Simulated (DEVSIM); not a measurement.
System: illuminated Si p-on-n cell, one wavelength, with a back-surface field, at 300 K.

```
layer (left to right)  material  thickness (μm)  Nd (cm⁻³)  Na (cm⁻³)   τn (s)   τp (s)  absorption coefficient (cm⁻¹)
---------------------  --------  --------------  ---------  ---------  -------  -------  -----------------------------
1                            Si          0.0660          -     7.5e17  0.00012  0.00017                          12000
2                            Si            28.0     4.5e15          -  0.00087  0.00087                          12000
3                            Si           0.220     2.5e18          -  0.00087  0.00087                          12000
```

Left contact: ohmic, minority electron recombination velocity 80000 cm/s. Right contact: ohmic, minority hole recombination velocity 2000 cm/s. Voltage is applied to the left contact. Recombination: SRH at mid-gap, radiative, Auger. Light enters at the left, 3.5e16 photons cm⁻² s⁻¹, one pass, no reflection. Mobility is μmin + (μ − μmin)/(1 + (N/Nref)^α).

Constants are typed, rounded textbook-type inputs, not results; the design itself was drawn at random and stands for no fabricated device. Values at 300 K.

```csv
parameter,Si
gap (eV),1.124
affinity (eV),4.05
permittivity,11.7
Nc (cm⁻³),2.86e19
Nv (cm⁻³),3.1e19
μn (cm²/Vs),1417
μp (cm²/Vs),470
"μn,min",52
"μp,min",45
"Nref,n",9.7e16
"Nref,p",2.2e17
αn,0.68
αp,0.72
B (cm³/s),4.7e-15
Cn (cm⁶/s),2.8e-31
Cp (cm⁶/s),9.9e-32
```

Simulated with DEVSIM: 1D drift-diffusion, Boltzmann statistics, complete ionisation; no tunnelling, impact ionisation, image-force lowering or self-heating.

The photon flux was swept, all else fixed.

| photon flux (cm^-2 s^-1) | fill factor | open-circuit voltage (V) | largest power (mW/cm²) | short-circuit current (mA/cm²) |
|---|---|---|---|---|
| 1e15 | 0.80 | 0.472 | 0.0600 | 0.160 |
| 3.5e15 | 0.80 | 0.504 | 0.226 | 0.559 |
| 1e16 | 0.81 | 0.531 | 0.690 | 1.60 |
| 3.5e16 | 0.82 | 0.564 | 2.58 | 5.59 |
| 1e17 | 0.83 | 0.591 | 7.81 | 16.0 |
| 3.5e17 | 0.83 | 0.623 | 29.0 | 55.9 |
| 1e18 | 0.84 | 0.650 | 86.9 | 160 |

From the first row to the last the fill factor goes from 0.80 to 0.84. From the first row to the last the open-circuit voltage goes from 0.472 to 0.650.
